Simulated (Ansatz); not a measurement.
The reference is Si in the diamond structure (space group Fd-3m, No. 227; a = 5.444 Å). Axes: x, y, z lie along the cube axes.

The values are results of r2SCAN (Ansatz, a program for electronic structure), without spin-orbit coupling, not measurements.

Strains are applied to the cell and any free atomic positions relax.

One change was made to it. Results:

The energy rises by 6.5 meV/atom; the smallest direct gap decreases by 0.105 eV to 2.63 eV; the band gap shrinks by 0.10 eV (0.78 eV → 0.68 eV).

Task: Which of these changes matches the shifts?
(A) uniaxial strain ε_zz = +1.00 %
(B) uniaxial strain ε_zz = +2.50 %
(C) uniaxial strain ε_zz = +1.50 %
(D) uniaxial strain ε_zz = +2.00 %

Result: B, uniaxial strain ε_zz = +2.50 %. For comparison, the energy relative to the base in the other runs: uniaxial strain ε_zz = +1.50 % gives +2.4 meV/atom; uniaxial strain ε_zz = +2.00 % gives +4.2 meV/atom; uniaxial strain ε_zz = +1.00 % gives +1.1 meV/atom.

Stability against distortions was not tested.
